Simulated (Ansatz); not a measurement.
Functionals compared on the (331) surface of fcc Ni, ferromagnetic in its 1x1 cell, outermost plane spacing 0.81 Å in the ideal cut, in Ansatz (plane waves, PAW). The structure was relaxed with PBE; the other rows are single points on it, each with its references at the same level. Cutoff 420 eV.

Slab: 14 atoms, 10.5 Å thick at the start (thin: gaps and levels are the slab's own); k 15x7x1, smearing 0.1 eV, dipole-corrected; all atoms relaxed; held to the part of the start's symmetry that mesh and held atoms allow; spin-polarised, no spin-orbit, no U. These notes are the PBE run's. LDA: The program's check for a lower electronic state was not made.

```
functional  surface energy (J/m²)  work function of the top face (eV)  magnetic moment of the cell (μB)  rough cost of the single point
----------  ---------------------  ----------------------------------  --------------------------------  ------------------------------
PBE                          2.25                                4.66                              9.34                               –
LDA                          2.86                                5.04                              8.98    very roughly 70 core-minutes
PBEsol                       2.66                                4.77                              9.33  around 11 core-minutes (rough)
RPBE                            ?                                   ?                              9.42  around 11 core-minutes (rough)
```

Q: What belongs in the gaps?

A: 
- RPBE, surface energy (J/m²): 1.99
- RPBE, work function of the top face (eV): 4.48

Ansatz is a first-principles code.
